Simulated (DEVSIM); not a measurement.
Structure: abrupt GaAs p-n junction, at 250 K.

```
layer (left to right)  material  thickness (μm)  Nd (cm⁻³)  Na (cm⁻³)   τn (s)   τp (s)
---------------------  --------  --------------  ---------  ---------  -------  -------
1                          GaAs           0.890          -     1.5e15  6.4e-10  6.4e-10
2                          GaAs             260     7.2e15          -  6.4e-10  6.4e-11
```

Left contact: ohmic. Right contact: ohmic. Voltage is applied to the left contact. Recombination: SRH at mid-gap. Mobility is constant in doping.

Constants are typed, rounded textbook-type inputs, not results; the design itself was drawn at random and stands for no fabricated device. Values at 300 K; Nc and Nv go as T^1.5, mobilities as T to minus their exponent, the gap by Varshni's rule with the affinity fixed.

```
parameter             GaAs
----------------  --------
gap (eV)             1.424
affinity (eV)         4.07
permittivity          12.9
Nc (cm⁻³)           4.7e17
Nv (cm⁻³)             9e18
μn (cm²/Vs)           8500
μp (cm²/Vs)            400
T exponent of μn       2.1
T exponent of μp       2.2
Varshni α (eV/K)  0.000541
Varshni β (K)          204
```

Simulated with DEVSIM: 1D drift-diffusion, Boltzmann statistics, complete ionisation; no tunnelling, impact ionisation, image-force lowering or self-heating.

Q: Give the dark reverse current.

A: 
| V (V) | J (A/cm²) |
|---|---|
| -0.20 | -7.0e-12 |
| -0.50 | -1.4e-11 |
| -1.00 | -2.3e-11 |
| -1.50 | -3.0e-11 |
| -2.00 | -3.7e-11 |
| -3.00 | -4.7e-11 |
| -4.00 | -5.6e-11 |
| -5.00 | -6.4e-11 |
| -6.50 | -7.4e-11 |
| -8.00 | -8.4e-11 |
| -10.00 | -9.5e-11 |
